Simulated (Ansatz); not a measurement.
### Question
Name crystals whose band gap lies between 0.46 and 0.71 eV and whose electron conductivity mass lies between 0.045 and 0.07 mₑ, by PBEsol, rigid bands in Ansatz (a program for electronic structure).

### Answer
Many crystals can fit; among those computed here:
- InP (F-43m): 0.57 eV, 0.056 mₑ
- CdSe (P6_3mc): 0.54 eV, 0.067 mₑ
- CdSe (F-43m): 0.48 eV, 0.061 mₑ

Masses are for dilute carriers at 300 K, harmonic means over directions unless an axis is named. Spin-orbit coupling is left out.
